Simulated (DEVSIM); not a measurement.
Device: Au/Al2O3/SiO2/n-Si capacitor, at 300 K.

```tsv
layer (left to right)	material	thickness (nm)	Nd (cm⁻³)
1	Al2O3	8.40	-
2	SiO2	1.30	-
3	Si	940	3.7e17
```

Metal gate on the left, work function 5.1 eV. Fixed charge at the semiconductor interface -5.9e10 cm⁻² (in units of +e); no interface traps.

Constants are typed, rounded textbook-type inputs, not results; the design itself was drawn at random and stands for no fabricated device. Values at 300 K; Nc and Nv go as T^1.5, mobilities as T to minus their exponent, the gap by Varshni's rule with the affinity fixed.

```
parameter         Al2O3  SiO2        Si
----------------  -----  ----  --------
gap (eV)            6.8     9     1.124
affinity (eV)      1.35   0.9      4.05
permittivity          9   3.9      11.7
Nc (cm⁻³)             -     -   2.86e19
Nv (cm⁻³)             -     -    3.1e19
Varshni α (eV/K)      -     -  0.000473
Varshni β (K)         -     -       636
```

Model (solved in DEVSIM): 1D Poisson equation in equilibrium, Boltzmann statistics, complete ionisation; no quantum confinement or tunnelling. Metal contacts follow the ideal Schottky-Mott rule: no Fermi-level pinning, no interface dipoles.

The temperature was swept, all else fixed.

| temperature (K) | minimum of the low-frequency capacitance (μF/cm²) | flat-band voltage (V) | threshold voltage (band bending 2φF) (V) |
|---|---|---|---|
| 250 | 0.153 | 0.98 | -0.47 |
| 300 | 0.158 | 0.95 | -0.42 |
| 350 | 0.165 | 0.93 | -0.36 |
| 400 | 0.175 | 0.90 | -0.30 |
| 450 | 0.186 | 0.87 | -0.24 |
| 500 | 0.197 | 0.84 | -0.17 |

From the first row to the last the minimum of the low-frequency capacitance goes from 0.153 to 0.197. From the first row to the last the flat-band voltage goes from 0.98 to 0.84.
